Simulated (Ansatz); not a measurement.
The starting structures come from a database of crystals and need not be the phases stable at ambient conditions.

 Where the default PAW files enter, the runs use the earlier of Ansatz's two default sets.

Inside the gap of an insulator the Bloch states are evanescent, with a wavenumber k + iκ along the transport direction.

Input:

```
CELL_PARAMETERS angstrom
      3.90193     0.00000     0.00000
      0.00000     3.90193     0.00000
      1.95097    -1.95097     6.32505
ATOMIC_POSITIONS crystal
  Ba 0.00000 0.00000 0.00000
  Cu 0.25000 0.25000 0.50000
  Cu 0.75000 0.75000 0.50000
  S  0.35899 0.64101 0.28202
  S  0.64101 0.35899 0.71798
```

Space group of this cell: I4/mmm. The cell is taken as given.

Transport runs along the normal of the first two printed cell vectors, the (001) plane of the conventional cell.

The gap is the functional's own. No spin-orbit coupling. Mid-gap values are interpolated on the energy grid.

Q: State the band gap and the smallest decay constant κ at mid-gap according to r2SCAN (Ansatz, a quantum-chemistry and plane-wave program).

A: Gap 0.74 eV on a 8×8×8 mesh; κ = 0.139 1/Å, at the zone centre.
